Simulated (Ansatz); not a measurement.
The starting structures come from a database of crystals and need not be the phases stable at ambient conditions.

 Where the default PAW files enter, the runs use the earlier of Ansatz's two default sets.

By PBEsol, the system below comes out a metal.

A figure of merit of an interconnect metal is its ballistic conductance per area.

Consider the following.

```
CELL_PARAMETERS angstrom
      6.93441     0.00000     0.00000
     -3.46721     6.00538     0.00000
      3.46721     2.00179     2.83096
ATOMIC_POSITIONS crystal
  Ir 0.00000 0.50000 0.00000
  Ir 0.50000 0.50000 0.00000
  Ir 0.00000 0.00000 0.00000
  Ir 0.50000 0.00000 0.00000
  O  0.00000 0.15013 0.34987
  O  0.00000 0.84987 0.65013
  O  0.50000 0.84987 0.34987
  O  0.50000 0.15013 0.65013
  O  0.69974 0.34987 0.95039
  O  0.30026 0.65013 0.04961
  O  0.80026 0.65013 0.34987
  O  0.19974 0.34987 0.65013
```

Space group of this cell: Pa-3. The cell is taken as given; by PBEsol its mean pressure is -7.9 GPa.

The current flows along the normal of the first two printed cell vectors, the (111) plane of the conventional cell. No spin-orbit coupling; the value is a mean over 0.1 eV about the Fermi level.

Task: Estimate the ballistic conductance per area that PBEsol (Ansatz, a program for electronic structure) returns for this system.

Result: 0.86 × 10¹⁵ S/m² for both spins.
